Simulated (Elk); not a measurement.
**Elk run on NbC (Fm-3m, 2 atoms in the cell): self-consistent single point**

Method of the run: PBE, all-electron FP-LAPW, Elk's shipped species files, APW+lo basis with extra local orbitals (Elk).

This input was run:

```
tasks
  0

xctype
  20

rgkmax
  7.5

gmaxvr
  16.0

nxlo
  2

lorbcnd
  .true.

rmtscf
  0.89

lmaxi
  2

stype
  0

swidth
  0.00367493

maxscl
  100

scale
  5.949787469

avec
    0.0000000000    0.7071067812    0.7071067812
    0.7071067812    0.0000000000    0.7071067812
    0.7071067812    0.7071067812    0.0000000000

atoms
  2
  'Nb.in'
  1
  0.0000000000  0.0000000000  0.0000000000    0.0 0.0 0.0
  'C.in'
  1
  0.5000000000  0.5000000000  0.5000000000    0.0 0.0 0.0

ngridk
  10 10 10
```

The program printed (abridged):

```
│ Elk code version 10.2.4 │

All units are atomic (Hartree, Bohr, etc.)

│ Ground-state run starting from atomic densities │

Lattice vectors :
   0.000000000       4.207135066       4.207135066
   4.207135066       0.000000000       4.207135066
   4.207135066       4.207135066       0.000000000

Unit cell volume      :    148.9324590
Brillouin zone volume :    1.665521506

Muffin-tin inner radius fraction :   0.1000000000E-01

Nuclei treated as point charges

Species :    1 (Nb)
 parameters loaded from : Nb.in
 name : niobium
 nuclear charge    :   -41.00000000
 electronic charge :    41.00000000
 atomic mass :    169357.9703
 muffin-tin radius :    2.314000000
 number of radial points in muffin-tin :    597
 atomic positions (lattice), magnetic fields (Cartesian) :
   1 :   0.00000000  0.00000000  0.00000000    0.00000000  0.00000000  0.00000000

Species :    2 (C)
 parameters loaded from : C.in
 name : carbon
 nuclear charge    :   -6.000000000
 electronic charge :    6.000000000
 atomic mass :    21894.16672
 muffin-tin radius :    1.602000000
 number of radial points in muffin-tin :    297
 atomic positions (lattice), magnetic fields (Cartesian) :
   1 :   0.50000000  0.50000000  0.50000000    0.00000000  0.00000000  0.00000000

Total number of atoms per unit cell :    2

Spin treatment :
 spin-unpolarised

Number of Bravais lattice symmetries :   48
Number of crystal symmetries         :   48
Crystal has inversion symmetry
Real symmetric eigensolver will be used

k-point grid :     10    10    10
k-point offset :    0.000000000       0.000000000       0.000000000
k-point set is reduced with full crystal symmetry group
Total number of k-points :       47

Muffin-tin radius times maximum |G+k| :    7.500000000
 using average radius
Maximum |G+k| for APW functions       :    3.830439224
Maximum (1/2)|G+k|²                   :    7.336132323
Maximum |G| for potential and density :    16.00000000
 potential will be trimmed for |G| > 2 gkmax
Constant for pseudocharge density :    9
Radial integration step length :    4

G-vector grid sizes :     32    32    32
Number of G-vectors :    10369

Maximum angular momentum used for
 APW functions                      :    8
 outer part of muffin-tin           :    6
 inner part of muffin-tin           :    2

Total nuclear charge    :   -47.00000000
Total core charge       :    30.00000000
Total valence charge    :    17.00000000
Total excess charge     :    0.000000000
Total electronic charge :    47.00000000

Effective Wigner radius, rₛ :   0.9111732562

Number of empty states         :    8
Total number of valence states :   17
Total number of core states    :   30

Conduction state local-orbitals added automatically
Total number of local-orbitals :  149

Exchange-correlation functional :     20     0     0
 Perdew-Burke-Ernzerhof, Phys. Rev. Lett. 77, 3865 (1996)
 gradient requirement :    1
 generalised gradient approximation (GGA)

Smearing type :    0
 Gaussian
Smearing width :   0.3674930000E-02
Effective electronic temperature (K) :    1160.451112

Mixing type :    3
 Broyden mixing, J. Phys. A: Math. Gen. 17, L317 (1984)

Kohn-Sham potential initialised from atomic data

│ Self-consistent loop started │
│ Loop number : 1 │
 total energy                :     -3852.66957409
│ Loop number : 2 │
 total energy                :     -3852.96611598
RMS change in Kohn-Sham potential (target) :    2.291622659     (  0.1000000000E-05)
Absolute change in total energy (target)   :   0.2965418861     (  0.1000000000E-03)
│ Loop number : 3 │
 total energy                :     -3852.90884136
RMS change in Kohn-Sham potential (target) :    2.271638405     (  0.1000000000E-05)
Absolute change in total energy (target)   :   0.1686085892E-01 (  0.1000000000E-03)
│ Loop number : 4 │
 total energy                :     -3855.98117737
RMS change in Kohn-Sham potential (target) :    1.233945120     (  0.1000000000E-05)
Absolute change in total energy (target)   :    3.076551219     (  0.1000000000E-03)
│ Loop number : 5 │
 total energy                :     -3858.10496314
RMS change in Kohn-Sham potential (target) :   0.4588307591     (  0.1000000000E-05)
Absolute change in total energy (target)   :    2.892923579     (  0.1000000000E-03)
│ Loop number : 6 │
 total energy                :     -3858.46791245
RMS change in Kohn-Sham potential (target) :   0.1448128442     (  0.1000000000E-05)
Absolute change in total energy (target)   :    1.086180205     (  0.1000000000E-03)
│ Loop number : 7 │
 total energy                :     -3858.83048290
RMS change in Kohn-Sham potential (target) :   0.2956407567E-01 (  0.1000000000E-05)
Absolute change in total energy (target)   :   0.6341155043     (  0.1000000000E-03)
│ Loop number : 8 │
 total energy                :     -3858.63367857
RMS change in Kohn-Sham potential (target) :   0.4579656620E-02 (  0.1000000000E-05)
Absolute change in total energy (target)   :   0.3827546238E-01 (  0.1000000000E-03)
│ Loop number : 9 │
 total energy                :     -3858.73937425
RMS change in Kohn-Sham potential (target) :   0.9686726497E-02 (  0.1000000000E-05)
Absolute change in total energy (target)   :   0.9612682189E-01 (  0.1000000000E-03)
│ Loop number : 10 │
 total energy                :     -3858.70195214
RMS change in Kohn-Sham potential (target) :   0.3180588018E-02 (  0.1000000000E-05)
Absolute change in total energy (target)   :   0.1339040665E-01 (  0.1000000000E-03)
│ Loop number : 11 │
 total energy                :     -3858.70704627
RMS change in Kohn-Sham potential (target) :   0.2665630500E-02 (  0.1000000000E-05)
Absolute change in total energy (target)   :   0.1746522606E-02 (  0.1000000000E-03)
│ Loop number : 12 │
 total energy                :     -3858.70534672
RMS change in Kohn-Sham potential (target) :   0.2235185425E-03 (  0.1000000000E-05)
Absolute change in total energy (target)   :   0.1262915716E-02 (  0.1000000000E-03)
│ Loop number : 13 │
 total energy                :     -3858.70486056
RMS change in Kohn-Sham potential (target) :   0.3598616807E-04 (  0.1000000000E-05)
Absolute change in total energy (target)   :   0.8018897070E-03 (  0.1000000000E-03)
│ Loop number : 14 │
 total energy                :     -3858.70443497
RMS change in Kohn-Sham potential (target) :   0.7978144706E-05 (  0.1000000000E-05)
Absolute change in total energy (target)   :   0.6260576833E-03 (  0.1000000000E-03)
│ Loop number : 15 │
 total energy                :     -3858.70429049
RMS change in Kohn-Sham potential (target) :   0.3892475612E-05 (  0.1000000000E-05)
Absolute change in total energy (target)   :   0.3009945690E-03 (  0.1000000000E-03)
│ Loop number : 16 │
 total energy                :     -3858.70427485
RMS change in Kohn-Sham potential (target) :   0.4955417412E-06 (  0.1000000000E-05)
Absolute change in total energy (target)   :   0.9089411196E-04 (  0.1000000000E-03)
Convergence targets achieved

│ Loop number : 17 │

Energies :
 Fermi                       :     0.539158460360
 sum of eigenvalues          :     -2278.14695281
 electron kinetic            :      3992.08276487
 core electron kinetic       :      3904.30811545
 Coulomb                     :     -7726.18232837
 Coulomb potential           :     -6108.01304215
 nuclear-nuclear             :     -415.353220435
 electron-nuclear            :     -8513.64517372
 Hartree                     :      1202.81606578
 Madelung                    :     -4672.17580729
 xc potential                :     -162.216675532
 exchange                    :     -122.268245853
 correlation                 :     -2.33647308626
 total energy                :     -3858.70428244

Density of states at Fermi energy :    8.396097587
 (states/Hartree/unit cell)

Estimated indirect band gap :   0.9775079665E-02
 from k-point     42 to k-point     22
Estimated direct band gap   :   0.2191830422E-01
 at k-point      1

Charges :
 core                        :    30.00000000
 valence                     :    17.00000000
 interstitial                :    3.753737066
 muffin-tins (core leakage)
  species :    1 (Nb)
   atom    1                 :    38.49852398     (  0.8156235484E-05)
  species :    2 (C)
   atom    1                 :    4.747738952     (  0.2061557342E-04)
 total in muffin-tins        :    43.24626293
 total calculated charge     :    47.00171320
 total charge                :    47.00000000
 error                       :   0.1713201645E-02

│ Self-consistent loop stopped │
```

The run converged in 17 iterations. The count includes the last loop, which Elk runs after its targets are met.

The starting cell comes from a database of computed structures (which also holds hypothetical and non-ambient phases and stackings), without a prior relaxation at this level. Its lattice was rescaled by a random factor within 2.5 % of one. Spin polarisation is off. Values depend on the basis (sphere radii, cutoffs, local orbitals), which need not be converged. The log's line on a gap gives a spacing of levels on this mesh, which the program prints for metals too.
